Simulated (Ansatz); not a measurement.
Cell and atoms of amorphous In9Ga9Zn9O39Mo:

```yaml
crystal:
  lattice:
    - [9.52787, 0.06541, 0.07359]
    - [0.06541, 9.92287, -0.05287]
    - [0.07359, -0.05287, 9.00042]
  atoms:
    - { symbol: In, position: [0.13321, 0.97863, 0.27071] }
    - { symbol: In, position: [0.62729, 0.73504, 0.11712] }
    - { symbol: In, position: [0.91982, 0.89063, 0.05971] }
    - { symbol: In, position: [0.68032, 0.20423, 0.95802] }
    - { symbol: In, position: [0.35909, 0.13572, 0.84232] }
    - { symbol: In, position: [0.09570, 0.90068, 0.67747] }
    - { symbol: In, position: [0.31337, 0.77526, 0.93438] }
    - { symbol: In, position: [0.94095, 0.65460, 0.81652] }
    - { symbol: In, position: [0.68247, 0.89805, 0.73914] }
    - { symbol: Ga, position: [0.90144, 0.71083, 0.39490] }
    - { symbol: Ga, position: [0.72148, 0.94722, 0.35023] }
    - { symbol: Ga, position: [0.92035, 0.22337, 0.21606] }
    - { symbol: Ga, position: [0.40235, 0.97654, 0.52307] }
    - { symbol: Ga, position: [0.17044, 0.21645, 0.49753] }
    - { symbol: Ga, position: [0.01394, 0.30028, 0.86591] }
    - { symbol: Ga, position: [0.67279, 0.41448, 0.29125] }
    - { symbol: Ga, position: [0.87448, 0.15242, 0.60055] }
    - { symbol: Ga, position: [0.34249, 0.45051, 0.38184] }
    - { symbol: Zn, position: [0.43876, 0.44251, 0.05428] }
    - { symbol: Zn, position: [0.46229, 0.16538, 0.24061] }
    - { symbol: Zn, position: [0.16389, 0.59181, 0.58416] }
    - { symbol: Zn, position: [0.52138, 0.69441, 0.46984] }
    - { symbol: Zn, position: [0.95531, 0.53596, 0.16050] }
    - { symbol: Zn, position: [0.55356, 0.22333, 0.55044] }
    - { symbol: Zn, position: [0.19453, 0.29052, 0.12292] }
    - { symbol: Zn, position: [0.24180, 0.68947, 0.23878] }
    - { symbol: Zn, position: [0.83939, 0.45109, 0.58468] }
    - { symbol: O, position: [0.59570, 0.52737, 0.15438] }
    - { symbol: O, position: [0.14021, 0.83234, 0.09511] }
    - { symbol: O, position: [0.51660, 0.52171, 0.60280] }
    - { symbol: O, position: [0.78074, 0.99324, 0.55173] }
    - { symbol: O, position: [0.54023, 0.04161, 0.38163] }
    - { symbol: O, position: [0.06923, 0.12013, 0.64809] }
    - { symbol: O, position: [0.27727, 0.46083, 0.18703] }
    - { symbol: O, position: [0.72964, 0.24986, 0.18853] }
    - { symbol: O, position: [0.98160, 0.44972, 0.74344] }
    - { symbol: O, position: [0.58738, 0.74489, 0.87820] }
    - { symbol: O, position: [0.21056, 0.39803, 0.52108] }
    - { symbol: O, position: [0.50533, 0.84375, 0.60949] }
    - { symbol: O, position: [0.98940, 0.71970, 0.57787] }
    - { symbol: O, position: [0.33220, 0.63373, 0.43242] }
    - { symbol: O, position: [0.16200, 0.69799, 0.78284] }
    - { symbol: O, position: [0.74862, 0.61996, 0.69962] }
    - { symbol: O, position: [0.92372, 0.89087, 0.31443] }
    - { symbol: O, position: [0.00908, 0.08521, 0.11107] }
    - { symbol: O, position: [0.73705, 0.28405, 0.56357] }
    - { symbol: O, position: [0.27557, 0.94844, 0.81085] }
    - { symbol: O, position: [0.57749, 0.08079, 0.80612] }
    - { symbol: O, position: [0.89958, 0.87785, 0.82247] }
    - { symbol: O, position: [0.05937, 0.62659, 0.30554] }
    - { symbol: O, position: [0.98013, 0.21152, 0.40855] }
    - { symbol: O, position: [0.22502, 0.91873, 0.47030] }
    - { symbol: O, position: [0.64176, 0.40692, 0.86126] }
    - { symbol: O, position: [0.36509, 0.15696, 0.59858] }
    - { symbol: O, position: [0.20175, 0.27185, 0.90604] }
    - { symbol: O, position: [0.98819, 0.35860, 0.08142] }
    - { symbol: O, position: [0.86464, 0.18742, 0.83011] }
    - { symbol: O, position: [0.40872, 0.77370, 0.14338] }
    - { symbol: O, position: [0.25002, 0.16730, 0.29454] }
    - { symbol: O, position: [0.70583, 0.94308, 0.13002] }
    - { symbol: O, position: [0.69339, 0.75338, 0.36405] }
    - { symbol: O, position: [0.40486, 0.56608, 0.88608] }
    - { symbol: O, position: [0.82311, 0.50263, 0.37390] }
    - { symbol: O, position: [0.46258, 0.23438, 0.03897] }
    - { symbol: O, position: [0.50405, 0.33972, 0.36930] }
    - { symbol: O, position: [0.85812, 0.67295, 0.04062] }
    - { symbol: Mo, position: [0.57697, 0.55777, 0.78276] }
```

Methods: PBE, scalar-relativistic without spin-orbit coupling (Ansatz, an electronic-structure program); r2SCAN, scalar-relativistic without spin-orbit coupling (Ansatz); HSE06, scalar-relativistic without spin-orbit coupling (Ansatz). Neutral PBE cell, which sets geometry, pressure and energy: sampling: a 2×2×2 Γ-centred mesh; Fermi-Dirac width 0.02 eV; no spin polarisation. Exact exchange is cut at the faces of this 9 Å cell, which leaves hybrid gaps a finite-size error.

The cell was made by melting and quenching with the CHGNet potential and then relaxed with DFT. O atoms were pushed apart under 1.9 Å during the dynamics, to hinder bonds among them. The hot cell started wider than the set density and was brought back towards it in steps. It is the lowest in DFT energy of 2 quenches. It is a model cell: composition and starting density were chosen by hand, and all elements were melted together. No dispersion term was used. Its density started from a set value of 5.79 and ended at 5.79 g/cm³. Cooling (nominally 260 K/ps over its main leg) ran many orders faster than in experiment, which tends to leave more defects and strain. One small periodic cell is one sample of the glass; other quenches scatter about these values. The volume was held where the preparation left it and the shape relaxed.

**Question.** Give the pressure and the spacing of the highest filled and lowest empty levels.

**Answer.** 
The pressure on a 2×2×2 Γ-centred mesh is 2.22 GPa and the largest force and stress component on that mesh (the relaxation ran on the zone centre alone) is 0.07 eV/Å and 2.3 GPa. The level gap on a 2×2×2 Γ-centred mesh (PBE) comes out as 0.71 eV and the level gap at the zone centre (PBE) is 0.70 eV. The level gap at the zone centre (r2SCAN) comes out as 1.14 eV. The level gap at the zone centre (HSE06) is 2.28 eV and the distance between the nearest levels spread over more than a fifth of the atoms or a third of the atoms of their main element (six at least) (PBE, zone centre) is 1.24 eV.

**Question.** At PBE and the zone centre, how localised are the states just below and above the Fermi level (participation number: the atoms over which a state spreads)?

**Answer.** The highest filled state is spread over 6.5 atoms' worth, largest on O50, with weights by element (charge in smoothed Voronoi cells) O 0.80, Zn 0.17, In 0.01. The lowest empty state is spread over 60.4 atoms' worth, largest on In5, with weights by element (charge in smoothed Voronoi cells) O 0.51, In 0.21, Zn 0.14.

At PBE the levels at the filled edge of the gap are localised (band-tail or defect states), and the nearest spread-out levels lie 1.2 eV apart at the zone centre.

Neighbours within In-In 3.12 Å, In-Ga 2.90 Å, In-Zn 2.90 Å, In-O 2.50 Å, In-Mo 3.08 Å, Ga-Ga 2.68 Å, Ga-Zn 2.68 Å, Ga-O 2.36 Å, Ga-Mo 2.86 Å, Zn-Zn 2.68 Å, Zn-O 2.46 Å, Zn-Mo 2.86 Å, O-O 1.58 Å, O-Mo 2.42 Å, Mo-Mo 3.04 Å count as bonded. Two cations that share two anions don't count as bonded, nor two that share one unless they lie closer than In-In 3.04 Å, In-Ga 2.82 Å, In-Zn 2.82 Å, In-Mo 3.00 Å, Ga-Ga 2.61 Å, Ga-Zn 2.61 Å, Ga-Mo 2.78 Å, Zn-Zn 2.61 Å, Zn-Mo 2.78 Å, Mo-Mo 2.95 Å.

Added carriers, by PBE, scalar-relativistic without spin-orbit coupling in Ansatz on the zone centre alone. Charged cells keep the cell fixed and stand in a uniform background, with no image correction, at a width of 0.01 eV; where the count is odd the moment is locked at 1 μB, unless the neutral cell bore moments. Each starts from the undistorted neutral geometry alone. PBE's self-interaction favours spread-out carriers, so it can miss traps that a hybrid finds.

**Question.** What happens at PBE when the cell takes an extra electron and the atoms relax?

**Answer.** Relaxation lowers the charged cell by 0.02 eV. The largest moves are In4 0.07 Å, In1 0.05 Å, O60 0.04 Å, O62 0.04 Å. The level that holds the added charge spreads over 60.2 atoms' worth, most on In5 (weight 0.03): a carrier spread over the cell. No bond crosses its cut-off with a change of over 0.15 Å (metal-metal contacts aside). Made neutral again at that geometry, the cell lies +0.02 eV from the neutral start.

**Question.** What happens at PBE when the cell takes a hole and the atoms relax?

**Answer.** Relaxation lowers the charged cell by 0.27 eV. The largest moves are O51 0.21 Å, O47 0.17 Å, In1 0.16 Å, O29 0.14 Å. The level that was emptied spreads over 6.3 atoms' worth, most on O50 (weight 0.26): a partly localised carrier. No bond crosses its cut-off with a change of over 0.15 Å (metal-metal contacts aside). Made neutral again at that geometry, the cell lies +0.34 eV from the neutral start (a closed shell was imposed there, with levels 0.11 eV apart, so this is an upper bound).
